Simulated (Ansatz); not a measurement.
# MoS2: response to strain

Start from MoS₂ (space group P6_3/mmc, No. 194; layered, stacked along the Cartesian z axis).

```xyz
6
Lattice="3.1493 0.0000 0.0000 -1.5747 2.7274 0.0000 0.0000 0.0000 12.0895" Properties=species:S:1:pos:R:3 pbc="T T T"
Mo     1.5747     0.9091     9.0671
Mo     0.0000     1.8183     3.0224
S      1.5747     0.9091     4.5882
S      0.0000     1.8183    10.6329
S      0.0000     1.8183     7.5013
S      1.5747     0.9091     1.4565
```

Cartesian axes are those of the cell as printed.

Strains are applied to the cell and any free atomic positions relax; under biaxial strain the out-of-plane vector relaxes too.

All numbers come from Ansatz (a first-principles code), PBE-D3(BJ), PAW, cutoff 420 eV, no spin-orbit coupling.

```json
[
 {"biaxial strain, plane normal [001], relaxed out of plane (%)": "-3", "out-of-plane strain (%)": "1.06"},
 {"biaxial strain, plane normal [001], relaxed out of plane (%)": "-2.4", "out-of-plane strain (%)": "0.84"},
 {"biaxial strain, plane normal [001], relaxed out of plane (%)": "-1.8", "out-of-plane strain (%)": "0.62"},
 {"biaxial strain, plane normal [001], relaxed out of plane (%)": "-1.2", "out-of-plane strain (%)": "0.40"},
 {"biaxial strain, plane normal [001], relaxed out of plane (%)": "-0.6", "out-of-plane strain (%)": "?"},
 {"biaxial strain, plane normal [001], relaxed out of plane (%)": "0", "out-of-plane strain (%)": "0.00"}
]
```

Problem. Fit ε⊥ = −νε + γε² (strains in %) to the rows shown and predict the withheld row.

Solution. Least squares on the printed values gives ν = 0.33 (the biaxial Poisson response) and γ = 0.009 (largest residual 0.00 %); this predicts 0.20 %, and the run gives 0.20 %, in agreement.

No phonon test of stability was made.
